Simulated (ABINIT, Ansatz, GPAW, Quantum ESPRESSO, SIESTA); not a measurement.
Mg (P6_3/mmc, 2 atoms in the cell) computed with different codes at matched settings

Self-consistent single point, at a second geometry (lattice scaled by 0.98). First geometry:

```yaml
crystal:
  lattice:
    - [3.21167, 0.00000, 0.00000]
    - [-1.60583, 2.78139, 0.00000]
    - [0.00000, 0.00000, 5.20547]
  atoms:
    - { symbol: Mg, position: [0.33333, 0.66667, 0.25000] }
    - { symbol: Mg, position: [0.66667, 0.33333, 0.75000] }
```

Shared settings, as Ansatz (a quantum-chemistry and plane-wave program) writes them: kpoints.mp_grid.grid = 12 12 7; scf.occupations.method = gaussian; scf.occupations.width = 0.1 eV. Potentials and cutoffs stand in the table.

```json
[
 {"code": "GPAW", "model": "PBE, GPAW PAW datasets PBE (gpaw-data 1.0.1)", "ΔF from the first geometry (meV/atom)": "4.5", "pressure (GPa)": "1.75", "cutoff": "850 eV"},
 {"code": "SIESTA", "model": "GGA PBE, numerical atomic orbitals TZP, PseudoDojo PBE standard norm-conserving potentials (rewritten from UPF to PSML)", "ΔF from the first geometry (meV/atom)": "23.2", "pressure (GPa)": "4.12", "cutoff": "grid 350 Ry"},
 {"code": "Ansatz", "model": "PBE, PAW files", "ΔF from the first geometry (meV/atom)": "5.2", "pressure (GPa)": "1.82", "cutoff": "default"},
 {"code": "ABINIT", "model": "PBE, norm-conserving pseudopotentials (PseudoDojo nc-sr-05 PBE standard)", "ΔF from the first geometry (meV/atom)": "5.5", "pressure (GPa)": "1.83", "cutoff": "42 Ha"},
 {"code": "Quantum ESPRESSO", "model": "PBE, SSSP 1.1.2 efficiency (PBE) pseudopotentials", "ΔF from the first geometry (meV/atom)": "4.2", "pressure (GPa)": "1.72", "cutoff": "35 Ry"}
]
```

The spread over the programs that give each value: ΔF from the first geometry within 19.0 meV/atom; pressure within 2.40 GPa.

SIESTA uses small atom-centred bases, whose incompleteness enters pressures, forces and empty levels differently from a plane-wave cutoff. Ansatz's pressure is given at a fixed set of plane waves, as the other plane-wave codes print theirs. In the pressure, SIESTA (by 2.33) lies more than 1 GPa from the median of the plane-wave programs.

The starting cell comes from a database of computed structures (which also holds hypothetical and non-ambient phases and stackings), without a prior relaxation at this level. Its lattice was rescaled by a random factor within 2.5 % of one. For this run, on top of that: lattice scaled by 0.98.

Left out of this page: CP2K (unsound by tests on forces, stress, charge or solver warnings); Elk and FLEUR (not drawn, or without a comparable value).

Keys are those of Ansatz 0.2.
